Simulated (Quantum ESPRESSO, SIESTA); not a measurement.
**Equation of state of diamond-structure C (space group 227): energy against volume (SIESTA, PBE)**

```
C
1.0
    0.00000     1.75179     1.75179
    1.75179     0.00000     1.75179
    1.75179     1.75179     0.00000
C
2
Direct
  0.50000   0.50000   0.50000
  0.75000   0.75000   0.75000
```

Method of the run: GGA PBE, numerical atomic orbitals DZP, PseudoDojo PBE standard norm-conserving potentials (rewritten from UPF to PSML) in SIESTA. Settings: XC.functional = GGA; XC.authors = PBE; potentials = PseudoDojo PBE standard; PAO.BasisSize = DZP; PAO.EnergyShift = 0.01 Ry; MeshCutoff = 390 Ry; kgrid.MonkhorstPack = 16 16 16; OccupationFunction = FD; ElectronicTemperature = 10 meV; MaxSCFIterations = 150; SCF.Mixer.Method = Pulay; SCF.Mixer.Weight = 0.2; SCF.Mixer.History = 8; SCF.DM.Tolerance = 1.0E-05. The cell above is the first row's. The rows scale it uniformly. In all rows fractional positions and the k mesh are held. E is the free energy at the stated smearing, counted from the lowest row.

```csv
V (Å^3/atom),E (meV/atom)
5.3758,44.22
5.4927,21.93
5.6096,7.55
5.7264,0.49
5.8433,0.00
5.9602,5.65
6.0770,16.72
6.1939,32.85
6.3107,?
```

Fit E against V with the third-order Birch-Murnaghan form, a cubic in V^(-2/3), and predict the withheld value at V = 6.3107.

With u = V^(-2/3) - 0.311, the rows have u = 0.014865, 0.010225, 0.005747, 0.001425, -0.002756, -0.006800, -0.010710, -0.014501. Least squares gives E = -0.378 + 349.53·u + 180279·u² - 129212·u³. Residuals (row less fit): -0.009, 0.024, -0.010, 0.004, -0.031, 0.028, 0.004, -0.006; standard error 0.025 (degrees of freedom: 4). Its minimum lies at u = -0.000968, so V0 = (0.310032)^(-3/2) = 5.793. There d²E/du² = 361300 and d³E/du³ = -775300, so B0 = (4/9) × 5.793^(-7/3) × 361300 × 0.160218 = 427 GPa (the last factor turns the table's units into GPa), and B0' = 4 + (2/3) × 0.310032 × (-775300)/361300 = 3.6. The program's pressures in the fitted runs (not shown) pass through zero at V = 5.79, 0.00 % from this V0. At the withheld row, u = -0.018170, so E = -0.378 + 349.53 × (-0.018170) + 180279 × (-0.018170)² - 129212 × (-0.018170)³ = 53.565 meV/atom. The calculation gives 53.46 meV/atom, 0.105 meV/atom below the prediction (0.2 % of the range of E in the table). The row lies outside the fitted rows, so this is an extrapolation. From the scatter of the fitted rows alone, a prediction at this place has a standard error of 0.061 meV/atom, so the miss is 1.7 times that.

Carrying the step between the two nearest rows on in a straight line would have given 48.97, off by 4.49; series whose last step already gives the withheld value aren't shown. The scan was laid around a cell of about the measured size, scaled by a guess for this functional. The runs keep the symmetry of the cell, so they don't test it for distortions. A plane-wave scan with the same functional (Quantum ESPRESSO, GBRV) gives V0 = 5.70 Å^3/atom and B0 = 432 GPa; a Birch-Murnaghan fit to all rows here lies 1.7 % from it in V0 and -1 % in B0; the two differ in basis, and may differ in potentials and mesh. Values carry the incompleteness of an atom-centred basis. Cutoffs and mesh are single choices, not tested for convergence of this quantity. Series with a scatter that would blur these digits, or in which a gap closes, are not shown. Nor are scans whose minimum lies at an end fitted in this form.
